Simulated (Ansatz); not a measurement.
**CdSe: isotropic strain −2.38 %**

Base system: CdSe in the wurtzite structure (space group P6_3mc, No. 186; a = 4.340 Å, c = 7.078 Å).

It is then changed as follows: every lattice vector is shortened by 2.38 %; the atoms relax in the strained cell.

Calculations: Ansatz (a program for electronic structure), r2SCAN, PAW, cutoff 500 eV, without spin-orbit coupling, earlier PAW set. Γ-centred 9×9×5 mesh, Fermi–Dirac width 0.05 eV.

The volume per atom decreases by 2.01 Å³, from 28.86 Å³ to 26.85 Å³ and the space group stays P6_3mc (No. 186). The shortest interatomic distance drops by 0.063 Å to 2.592 Å and the energy increases by 26 meV/atom. The pressure (mean of the normal stresses, compression positive) increases by 43.8 kbar (0.1 kbar → 43.9 kbar) and the band gap increases by 0.17 eV, from 1.10 eV to 1.27 eV. The gap character stays direct at Γ and the mean gap deformation potential ΔEg/Δln V is -2.4 eV. The width of the top valence band rises by 0.23 eV (1.67 eV → 1.90 eV) and the electron mass becomes 0.100 mₑ along c, 0.11 mₑ across (at Γ) (base: 0.093 mₑ along c, 0.100 mₑ across (at Γ)). The valence-band top at Γ (three highest levels, from the VBM) changes from 0.00, 0.00, -0.04 eV to 0.00, 0.00, -0.06 eV.

Final structure:

```
CELL_PARAMETERS angstrom
      4.23637     0.00000     0.00000
     -2.11819     3.66881     0.00000
      0.00000     0.00000     6.90980
ATOMIC_POSITIONS crystal
  Cd 0.66667 0.33333 0.00044
  Cd 0.33333 0.66667 0.50044
  Se 0.66667 0.33333 0.62476
  Se 0.33333 0.66667 0.12476
```

Cost of the whole job for the changed cell (relaxation, final SCF and bands): very roughly 2.8 core-minutes.

Masses are band curvatures over ±0.01 Å⁻¹ around the edge. No phonon test of stability was made.
